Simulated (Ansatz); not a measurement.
Base system: Cs2AgBiBr6 (space group Fm-3m, No. 225; a = 11.187 Å).

Level of theory: PBEsol, PAW, 420 eV (Ansatz, a program for electronic structure; no SOC).

Before the change:

Electron mass: 0.36 mₑ along k, 0.25 mₑ across (at L)

Perturbation: an isotropic linear strain of −1.50 %, atoms relaxed at fixed cell.

Task: Estimate the effect on the electron mass and mean gap deformation potential ΔEg/Δln V.

Result: The electron mass goes from 0.36 mₑ along k, 0.25 mₑ across (at L) to 0.36 mₑ along k, 0.24 mₑ across (at L); the mean gap deformation potential ΔEg/Δln V is +1.8 eV.

With Bi present, leaving out spin-orbit coupling can change the band edges. Effective masses come from finite differences of ±0.01 Å⁻¹. Along k means along the line from Γ to the band edge. Stability against distortions was not tested.
